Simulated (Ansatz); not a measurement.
NaHF2 (R-3m, No. 166, 4 atoms in the cell; start mp-27837) was calculated with PBEsol (Ansatz, a program for electronic structure, plane waves, PAW).

Run with plane-wave cutoff 500 eV, 14×14×14 k mesh, Fermi–Dirac smearing 0.05 eV, scalar-relativistic PAW data made under PBE.

Cell (relaxed at this level):

NaF2H is taken in the trigonal space group R-3m, hexagonal axes (No. 166), Pearson symbol hR4. Lattice parameters: a = 3.479 Å, b = 3.479 Å, c = 13.725 Å, α = 90.00°, β = 90.00°, γ = 120.00°. Na on 3a sees 6 F at 2.312 Å (octahedral). H on 3b is surrounded by 2 F at 1.142 Å (linear). F on 6c has 1 H at 1.142 Å and 3 Na at 2.312 Å (tetrahedral). (Neighbours: up to the widest gap in distance over summed covalent radii, below 1.35, at either atom; cation-cation and far metal-metal contacts left out.)
(The calculation used a cell of 4 atoms; values per cell refer to that cell.)

Q: Give the computed band gap.

A: 
- band gap: 6.90 eV (on the SCF k mesh)

Note: the relaxation could not lower the start's symmetry, so the cell can be a saddle point above a distorted one.

Static lattice: no zero-point or thermal effects.

The result took very roughly 40 core-seconds.

A start named mp-… is a Materials Project structure, which need not be a measured phase.
